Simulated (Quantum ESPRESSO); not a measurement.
Troubleshooting Quantum ESPRESSO: a failed run on GaSb (F-43m, 2 atoms in the cell). The aim is a zone-centre phonon calculation with DFT, PBEsol, plane waves, GBRV 1.5 ultrasoft (PBESOL) pseudopotentials.

The self-consistent step had converged with these keywords: prefix = run; ecutwfc = 50 Ry; ecutrho = 250 Ry; occupations = smearing; smearing = cold; degauss = 0.019992 Ry; potentials = {Ga: ga_pbesol_v1.4.uspp.F.UPF, Sb: sb_pbesol_v1.4.uspp.F.UPF}; K_POINTS = automatic 12 12 12 0 0 0; conv_thr = 1e-09 Ry. The next shown step is ph.x.

Input:

```fortran
phonons at the zone centre
&inputph
    prefix = 'run'
    outdir = './tmp'
    tr2_ph = 1.0d-14
    fildyn = 'dyn.G'
    niter_ph = 3
/
0.0 0.0 0.0
```

Output, abridged:

```
     Representation #   1 modes #   1   2   3

     Self-consistent Calculation

      iter #   1   av.it.:   8.2
      thresh= 1.000E-02 alpha_mix =  0.700 |ddv_scf|^2 =  2.087E-06

      iter #   2   av.it.:  17.1
      thresh= 1.445E-04 alpha_mix =  0.700 |ddv_scf|^2 =  2.833E-07

      iter #   3   av.it.:  16.8
      thresh= 5.323E-05 alpha_mix =  0.700 |ddv_scf|^2 =  4.568E-10
     End of self-consistent calculation

     No convergence has been achieved
   JOB DONE.
STOP 1
```

Task: What caused this, and what should be changed?

Result: The fault is an iteration limit that is too low. The loop is cut before its threshold is met, so whatever is printed at the end is not self-consistent. To fix it, raise the limit, or leave it to the default. The run ended unconverged in one of its stages.

On the sound input: the starting cell comes from a database of computed structures (which also holds hypothetical and non-ambient phases and stackings), without a prior relaxation at this level. Its lattice was rescaled by a random factor within 2.5 % of one. With a pressure of about -4 GPa the cell is away from its equilibrium volume at this level. The run gives no clean gap (levels at the Fermi energy touch, overlap or are partly filled at this smearing), which alone does not show that the compound is a metal.
